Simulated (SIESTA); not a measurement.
Checking a run of SIESTA on BaLaMg14 (Amm2, 16 atoms in the cell). The aim is a self-consistent single point with DFT, GGA PBEsol, numerical atomic orbitals DZP, PseudoDojo PBEsol standard norm-conserving potentials (rewritten from UPF to PSML).

Cell that was meant: a = 10.7807 Å, b = 6.7573 Å, c = 6.7573 Å, α = 59.65°, β = 90.00°, γ = 90.00°.

Part of the input:

```
PAO.BasisSize                DZP
PAO.EnergyShift              0.01 Ry
MeshCutoff                   300 Ry
OccupationFunction           MP
OccupationMPOrder            1
ElectronicTemperature        0.272 eV
```

Output (repeated stretches shortened):

```
reinit: Reading from file input.fdf

reinit: System Name: BaLaMg14
reinit: System Label: balamg14

   [... lines left out ...]
Gamma-point calculation with interaction between periodic images
Some features might not work optimally:
Some features might not work optimally:
e.g. DM initialization from atomic data
e.g. DM initialization from atomic data
new_DM -- step:     1
Initializing Density Matrix...

Attempting to read DM from file... Failed...
DM filled with atomic data:

InitMesh: MESH = 120 x 64 x 64 = 491520
InitMesh: Mesh cutoff (required, used) =   300.000   329.396 Ry

stepf: Methfessel-Paxton step function
       Using Hermite-Gauss polynomials of order  1
        iscf     Eharris(eV)        E_KS(eV)     FreeEng(eV)     dDmax    Ef(eV) dHmax(eV)
   scf:    1   -24234.258914   -24285.553627   -24285.517159  2.843231 -3.943916  6.321435
   scf:    2   -24287.928674   -24288.262575   -24288.361148  1.643240 -3.891358  6.127620
   scf:    3   -24288.884665   -24289.026966   -24289.121853  0.406523 -3.928190  3.439128
   scf:    4   -24289.579186   -24289.420962   -24289.545099  0.425405 -3.941281  2.520354
   scf:    5   -24289.426498   -24289.539642   -24289.741176  0.418086 -3.973189  1.557516
   [... 15 lines left out ...]
   scf:   21   -24289.703495   -24289.703497   -24289.893473  0.000016 -4.008786  0.000389
   scf:   22   -24289.703495   -24289.703496   -24289.893473  0.000012 -4.008791  0.000309
   scf:   23   -24289.703494   -24289.703495   -24289.893473  0.000010 -4.008795  0.000260
   scf:   24   -24289.703495   -24289.703495   -24289.893473  0.000007 -4.008798  0.000226
SCF Convergence by DM+H criterion
max |DM_out - DM_in|         :     0.0000067425
max |H_out - H_in|      (eV) :     0.0002264788
SCF cycle converged after 24 iterations

Using DM_out to compute the final energy and forces

siesta: E_KS(eV) =           -24289.7035

siesta: E_KS - E_eggbox =    -24289.7035

siesta: Atomic forces (eV/Ang):
     1   -0.000000    0.000000   -0.214105
     2    0.000000   -0.000000   -0.128132
     3   -0.000000   -0.000000    0.181395
     4   -0.000000    0.000000    0.036029
     5   -0.000000   -0.024768   -0.078835
     6   -0.000000    0.024768   -0.078835
     7   -0.000000    0.076902   -0.076588
     8   -0.000000   -0.076902   -0.076588
     9   -0.279580   -0.014018   -0.326220
    10    0.279580    0.014018   -0.326220
   [... lines left out ...]
siesta: FreeEng =    -24289.893473
   [... lines left out ...]
siesta:     0.000000   -0.024862   -0.000000
siesta:     0.000000   -0.000000   -0.014892

siesta: Cell volume =        424.785701 Ang**3

siesta: Pressure (static):
siesta:                Solid            Molecule  Units
siesta:          -0.00005441         -0.00010852  Ry/Bohr**3
siesta:          -0.00499541         -0.00996350  eV/Ang**3
siesta:          -8.00353498        -15.96327958  kBar
```

Question: Can these results be used? Check the input.

Answer: The run is not sound. The fault is a single k-point for a small cell. The zone centre alone samples the bands of a small cell poorly; it suits large supercells. To fix it, use a k-point mesh or a larger supercell. The run converged in 24 iterations without an error; against the sound input the free energy rises by 201 meV/atom, the pressure goes from -0.18 to -0.80 GPa and the largest force goes from 0.189 to 0.582 eV/Å.

The sound input it was made from differs as follows (other fixes are possible):
```diff
+%block kgrid.MonkhorstPack
+    3   0   0  0.0
+    0   5   0  0.0
+    0   0   5  0.0
+%endblock kgrid.MonkhorstPack
```

With that input, the run converged in 20 iterations: free energy E − TS -24293.1062 eV; Fermi level (on the code's own zero) -3.23 eV; pressure -0.18 GPa; largest force (vector length) 0.189 eV/Å (DFT, GGA PBEsol, numerical atomic orbitals DZP, PseudoDojo PBEsol standard norm-conserving potentials (rewritten from UPF to PSML)).

On the sound input: the starting cell comes from a database of computed structures (which also holds hypothetical and non-ambient phases and stackings), without a prior relaxation at this level. Its lattice was rescaled by a random factor within 2.5 % of one. Values carry the incompleteness of an atom-centred basis.
